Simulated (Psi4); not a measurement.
Psi4 1.11, HF/def2-svp: Ti(F)(I)3 ([F][Ti]([I])([I])[I]), 5 atoms. The geometry is a generated start, not checked to be a minimum at this level.

```
Item                                                  Value
--------------------------  -------------------------------
task                                                 energy
method                                                  scf
basis                                              def2-svp
memory                                                 3 GB
maxiter                                                 100
keys of the molecule block                      symmetry c1
scf_type                                       df (default)
diis_max_vecs                                  10 (default)
e_convergence                               1e-06 (default)
d_convergence                               1e-06 (default)
effective core potentials   those of the basis set, past Kr
basis functions                                         123
```

```xyz
5

Ti     0.1950    -0.0271    -0.0812
F      1.7353    -0.2298    -0.7430
I      0.3633     0.7900     2.4113
I     -1.1597     1.7634    -1.4547
I     -1.1340    -2.2964    -0.1325
```

Charge 0 and multiplicity 1 are set for this test and not shown to be the ground state.

With the defaults (diis = true, scf_initial_accelerator = adiis, damping_percentage = 0, guess = auto, which took SAD, diis_start = 1, level_shift = 0, level_shift_cutoff = 0.01) it converges in 11 SCF iterations. One run each on 2 threads, with these changes:…
- guess = core
- scf_initial_accelerator = ediis
- scf_initial_accelerator = none
- diis = false, scf_initial_accelerator = none, damping_percentage = 60
- diis_start = 4
- guess = modhuckel
- level_shift = 0.5, level_shift_cutoff = 0.001
- level_shift = 0.1, level_shift_cutoff = 0.001
- guess = sapgau

Task: Which runs fail or end elsewhere than the default run?

Result: No convergence: diis = false, scf_initial_accelerator = none, damping_percentage = 60 (the run ends without SCF convergence in 100 iterations). The rest reach the solution of the defaults.

```csv
setting,SCF iterations,end
the defaults,11,same solution
"level_shift = 0.5, level_shift_cutoff = 0.001",11,same solution
scf_initial_accelerator = none,11,same solution
scf_initial_accelerator = ediis,11,same solution
"level_shift = 0.1, level_shift_cutoff = 0.001",12,same solution
guess = modhuckel,13,same solution
guess = core,17,same solution
guess = sapgau,18,same solution
diis_start = 4,20,same solution
"diis = false, scf_initial_accelerator = none, damping_percentage = 60",100,no convergence
```

1 further run of the study ended by our limits or in an error and is left out.
